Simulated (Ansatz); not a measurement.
## What uniaxial strain ε_zz = −0.50 % does to GaN

Consider GaN in the zinc blende structure (space group F-43m, No. 216; a = 4.4979 Å). Axes: x, y, z lie along the cube axes.

Modification: uniaxial strain ε_zz = −0.50 %, all other strain components held at zero, atoms relaxed at fixed cell.

The values are results of r2SCAN (Ansatz, a quantum-chemistry and plane-wave program), no spin-orbit coupling, not measurements. k-mesh 13×13×13 (Γ-centred); smearing 0.05 eV (Fermi–Dirac).

The volume per atom decreases by 0.057 Å³, from 11.37 Å³ to 11.32 Å³ and the space group changes from F-43m (No. 216) to I-4m2 (No. 119). The energy is nearly the same and the pressure (mean of the normal stresses, compression positive) goes from zero to 0.99 GPa. The band gap increases by 0.02 eV (2.17 eV → 2.19 eV) and the gap character remains direct at Γ. The electron mass stays 0.17 mₑ (at Γ) and the hole mass amounts to 0.18 mₑ along z, 0.85 mₑ across (at Γ). The valence-band top at Γ (three highest levels, from the VBM) goes from 0.00, 0.00, 0.00 eV to 0.00, -0.02, -0.02 eV and the stress (xx, yy, zz, yz, xz, xy; compression positive) comes out as (0.78, 0.78, 1.43, 0.00, 0.00, 0.00) GPa.

Effective masses come from finite differences of ±0.01 Å⁻¹. Stability against distortions was not tested. This is not the structure that GaN has at room temperature and ambient pressure. Labels are those of the standard path for the cell's own space group.
